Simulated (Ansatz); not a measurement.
Ansatz (a program for electronic structure) run on HfGa3 (I4mm, 4 atoms in the cell): self-consistent single point

Method of the run: LDA (PW92), default PAW files made with PBE (plane waves; Ansatz).

This input was run:

Ansatz 0.2 input:
```yaml
crystal:
  lattice:
    - [-1.92276900, 1.92276900, 4.48780100]
    - [1.92276900, -1.92276900, 4.48780100]
    - [1.92276900, 1.92276900, -4.48780100]
  atoms:
    - { symbol: Hf, position: [0.00557100, 0.00557100, 0.00000000] }
    - { symbol: Ga, position: [0.50000000, 0.50000000, 0.00000000] }
    - { symbol: Ga, position: [0.75000000, 0.25000000, 0.50000000] }
    - { symbol: Ga, position: [0.25000000, 0.75000000, 0.50000000] }
basis:
  ecutwfc: 420.0
kpoints:
  mp_grid: { grid: [10, 10, 10] }
hamiltonian:
  xc: lda
  pseudopotentials: { kind: paw }
scf:
  occupations: { method: gaussian, width: 0.1 }
output:
  forces: true
  eigenvalues: true
  stress: true
```

Output (repeated stretches shortened):

```
WARN ansatz: RAYON_NUM_THREADS=1 ignored (pool sized by the plan → 1); use --threads N
Pseudopotentials: kind: paw
Pseudopotential: Hf, paw, valence charge 26
Pseudopotential: Ga, paw, valence charge 13
Crystal: 4 atoms, lattice volume = 66.366 Å³
Basis set: ecut = 420 eV, 1315 PW (Γ)
Bands: 39, of which v1, the nominal top of the filled ones, is band 33 counted from 1 (32 counted from 0)
Symmetry: 8 space group operations
Space group: I4mm (ITA 107), of the structure as read, at distance tolerance 4.0e-5 Å
k-points: 102 of 1000 (time reversal used)
PAW frozen core: Hf, regenerated for the run's functional, and the local potential with it
PAW frozen core: Ga, regenerated for the run's functional, and the local potential with it
Initial density: superposition of atomic densities (neutral atoms: chi_scale 0, normalization atom), corrected by the library's trained network
Initial wavefunctions: pseudopotential atomic-orbital guess
Eigensolver: davidson
Functional: x = slater, c = lda
SCF iter   1: F=—  HF=-26599.575616 eV  |F-HF|=—  |Δ(HF+E_count)|=         —  Δρ=5.62e-3  dr2=9.78e-3  ethr=1.77e-3  ⟨swp⟩=5.7  Hψ=13382  notcnv=0
all-band conjugate gradients solve this SCF's bands
preconditioner: auto → Kerker (q_TF=auto, 2.719 Å⁻¹)
SCF iter   2: F=—  HF=-26599.573327 eV  |F-HF|=—  |Δ(HF+E_count)|=   2.29e-3  Δρ=2.71e-3  dr2=2.88e-3  ethr=1.50e-5  ⟨swp⟩=2.0  Hψ=7708  notcnv=0
SCF iter   3: F=—  HF=-26599.572942 eV  |F-HF|=—  |Δ(HF+E_count)|=   3.85e-4  Δρ=1.56e-3  dr2=1.09e-3  ethr=4.43e-6  ⟨swp⟩=2.1  Hψ=6504  notcnv=0
SCF iter   4: F=—  HF=-26599.572759 eV  |F-HF|=—  |Δ(HF+E_count)|=   1.83e-4  Δρ=2.07e-4  dr2=3.20e-5  ethr=1.68e-6  ⟨swp⟩=2.8  Hψ=6466  notcnv=0
SCF iter   5: F=—  HF=-26599.572741 eV  |F-HF|=—  |Δ(HF+E_count)|=   1.79e-5  Δρ=1.29e-4  dr2=1.14e-5  ethr=4.93e-8  ⟨swp⟩=2.0  Hψ=6894  notcnv=0
SCF iter   6: F=—  HF=-26599.572735 eV  |F-HF|=—  |Δ(HF+E_count)|=   6.05e-6  Δρ=3.47e-5  dr2=1.24e-6  ethr=1.76e-8  ⟨swp⟩=2.0  Hψ=7109  notcnv=0
SCF iter   7: F=-26599.572735 eV  HF=-26599.572735 eV  |F-HF|=5.15e-8  |Δ(HF+E_count)|=   1.74e-7  Δρ=8.92e-6  dr2=6.51e-8  ethr=1.54e-10  ⟨swp⟩=7.3  Hψ=20149  notcnv=0
SCF 1 converged in 7 iterations: F = -26599.572735 eV  dr2 = 6.51e-8
SCF converged after 7 iterations
Free energy (F): -26599.572735 eV
Harris-Foulkes:  -26599.572735 eV  (|F-HF|=5.15e-8)
Internal energy: -26599.567943 eV  (E = F + TS)
E sigma→0 (E₀):  -26599.570339 eV
Entropy (-TS):   -0.004792 eV (-1.198 meV/atom)
Fermi energy:    14.901984 eV
--- Per-component energies (eV) ---
  E_band       = 4.560716
  E_kinetic    = 776.567574
  E_local      = -10231.053041  (includes V_loc(G=0)·N_el)
  E_nonlocal   = 41.152662
  E_hartree    = 4839.432264
  E_xc         = -507.726714
  E_vxc        = -447.157861  (∫ρ·V_xc dr)
  E_paw        = -12416.868202  (= ΣΔE_a)
  E_vpaw       = 186.183894  (= ΣTr[D̂ρ^β])
  E_aug_tail   = -0.000371  (compensation charges beyond the density's cutoff)
  E_ewald      = -9108.714798
  E_core_change = 7.642682  (= ΣΔE_core)
  E_smearing   = -0.004792  (= −TS)
  E_closure    = -0.000000  (closes the sum)
  Σ components = -26599.572735   (vs F -26599.572735, Δ=0.00e0)
--- Forces (eV/Å), atoms counted from 1 ---
  atom   1  Hf    -0.00000000     0.00000000    -0.31736406
  atom   2  Ga    -0.00000000    -0.00000000    -0.08855226
  atom   3  Ga     0.00000000     0.00000000     0.20295811
  atom   4  Ga    -0.00000000    -0.00000000     0.20295811
  max |Σ_I F_I| component: 1.05e-7 eV/Å
--- Stress (GPa, compression-positive) ---
       -4.150806      -0.000000      -0.000000
       -0.000000      -4.150806       0.000000
       -0.000000      -0.000000      -3.522477
  P = ⅓ Tr σ = -3.9414 GPa (-39.414 kbar)
  The stress holds the Pulay correction. Without it, at fixed plane waves, as pw.x and ABINIT print it: P = -3.9774 GPa
--- Band table (eV; the first three rows and the last of 102) ---
  k-point 0: bands = ["-46.8308", "-15.5491", "-15.5491", "-15.5021", "-0.1184", "0.0066", "0.0303", "0.1525", "0.1525", "0.1748", "0.1748", "0.1798", "0.2076", "0.2233", "0.3607", "0.3739", "0.3739", "0.4023", "0.5460", "3.1118", "3.1118", [...]
  k-point 1: bands = ["-46.8305", "-15.5574", "-15.5552", "-15.5010", "-0.0934", "0.0275", "0.0489", "0.1392", "0.1634", "0.1713", "0.1741", "0.1903", "0.2237", "0.2338", "0.3462", "0.3557", "0.3771", "0.3885", "0.5136", "3.1129", "3.1130", [...]
  k-point 2: bands = ["-46.8298", "-15.5771", "-15.5710", "-15.4982", "-0.0448", "0.0802", "0.0824", "0.1410", "0.1608", "0.1717", "0.1899", "0.2075", "0.2513", "0.2669", "0.3027", "0.3111", "0.3525", "0.3566", "0.4645", "3.1150", "3.1153", [...]
  k-point 101: bands = ["-46.8307", "-15.5492", "-15.5492", "-15.5091", "-0.1052", "-0.0567", "0.0073", "0.0073", "0.0959", "0.1217", "0.1666", "0.2238", "0.3282", "0.3282", "0.3658", "0.3658", "0.3999", "0.4363", "0.5460", "3.1125", "3.1125", [...]
```

The run converged in 7 iterations.

The starting cell comes from a database of computed structures (which also holds hypothetical and non-ambient phases and stackings), without a prior relaxation at this level. Its lattice was rescaled by up to half a per cent. One atom was moved a little off its site on purpose. Spin-orbit coupling is off. With a pressure of about -4 GPa the cell is away from its equilibrium volume at this level. Ansatz's pressure includes its estimate of the finite-basis (Pulay) stress.
